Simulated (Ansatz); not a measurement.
# Pressure series in MoSi2

The reference is MoSi2 (space group I4/mmm, No. 139; a = 3.202 Å, c = 7.819 Å).

Cell and atoms are relaxed at each pressure.

Method: r2SCAN (Ansatz, a first-principles code), scalar-relativistic without spin-orbit coupling, earlier PAW set.

Notes on the quantities. enthalpy: H = E + PV relative to the base's energy.

```csv
variant,enthalpy,volume per atom
base,–,13.36 Å³
pressure −2 GPa,-0.17 eV/atom,13.49 Å³
pressure −1 GPa,-0.08 eV/atom,13.43 Å³
pressure 0.3 GPa,+0.03 eV/atom,13.35 Å³
pressure 0.7 GPa,+0.06 eV/atom,13.32 Å³
pressure 1.5 GPa,+0.12 eV/atom,13.27 Å³
pressure 3 GPa,+0.25 eV/atom,13.19 Å³
pressure 5 GPa,+0.41 eV/atom,13.07 Å³
pressure 7.5 GPa,+0.62 eV/atom,12.94 Å³
pressure 10 GPa,+0.82 eV/atom,[?]
```

### Question
Fill in the withheld entries from the trend.

### Answer

- pressure 10 GPa, volume per atom: 12.82 Å³

A case with no gap was solved on a k-mesh chosen for an insulator, which is coarse for it. Load acts through the strain it causes; cell and atoms are relaxed under it. No phonon test of stability was made. No other phases were tried under pressure. All final runs are without spin polarisation.
